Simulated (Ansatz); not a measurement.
Results of r²SCAN+rVV10 (PAW; Ansatz, a quantum-chemistry and plane-wave program) for MgV2O6 (C2/m, No. 12).

Numerical settings: plane-wave cutoff 500 eV, 12×12×6 k mesh (along the axes of the cell as run), Fermi–Dirac smearing 0.05 eV, no spin polarisation, scalar-relativistic PAW data made under PBE.

Cell (relaxed at this level):

```
MgV2O6
1.0
    4.62358    -1.72673    -0.01911
    4.62358     1.72673    -0.01911
   -2.59036     0.00000     6.14924
Mg V O
1 2 6
Direct
  0.00000   0.00000   0.50000
  0.18871   0.18871   0.15263
  0.81129   0.81129   0.84737
  0.68979   0.68979   0.06183
  0.31021   0.31021   0.93817
  0.96788   0.96788   0.78281
  0.03212   0.03212   0.21719
  0.34558   0.34558   0.38807
  0.65442   0.65442   0.61193
```

Problem. Give the computed band gap.

Solution. 
- band gap = 2.94 eV (on the SCF k mesh)

Computed values are for the static lattice.
